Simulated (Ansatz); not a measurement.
Take InSb in the zinc blende structure (space group F-43m, No. 216; a = 6.450 Å) as the base. Axes: x, y, z lie along the cube axes.

The values are results of LDA (Ansatz, a quantum-chemistry and plane-wave program), scalar-relativistic without spin-orbit coupling, not measurements.

For the base:

The shortest interatomic distance is 5.278 bohr.

It is then changed as follows: compressive biaxial strain of 1.25 % in the plane normal to [111], as in epitaxy on a mismatched substrate; the out-of-plane cell vector and the atoms relax.

### Question
How does this affect the shortest interatomic distance and energy relative to the base?

### Answer
The shortest interatomic distance falls by 0.0364 bohr (5.278 bohr → 5.241 bohr); the energy rises by 3.2 meV/atom.

Whether these cells are dynamically stable was not tested. The final runs are not spin-polarised.
